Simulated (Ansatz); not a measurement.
For Ag (model structure, Pm-3n, No. 223, 8 atoms in the cell), LDA (Ansatz, a first-principles code, plane waves, PAW) gives:

```
Quantity                              Result
------------------------------  ------------
equilibrium lattice constant a       5.093 Å
bulk modulus B0                      129 GPa
cohesive energy                 3.51 eV/atom
```

**Question.** What does PBE (Ansatz, PAW) give for the same quantities?

**Answer.** 
- lattice constant a: 5.283 Å (grows by 3.7 %)
- bulk modulus: 84.7 GPa (drops by 34 %)
- cohesive energy: 2.43 eV/atom (shrinks by 1.08 eV/atom)

Changes are worked out from the printed values.

Unless a cell is named, each level is at its own relaxed cell (LDA 16.51, PBE 18.43 Å³/atom).

Caveats: the bulk modulus is −V dP/dV from two relaxed cells at ±2 % in volume (LDA, PBE). Ansatz's density-functional and Hartree–Fock values are scalar-relativistic unless marked +SOC, with PAW data made under PBE.

A model structure was made by putting elements into a prototype or built by hand; it is no filed structure, need not be a known phase, and can be a saddle point held by its symmetry.
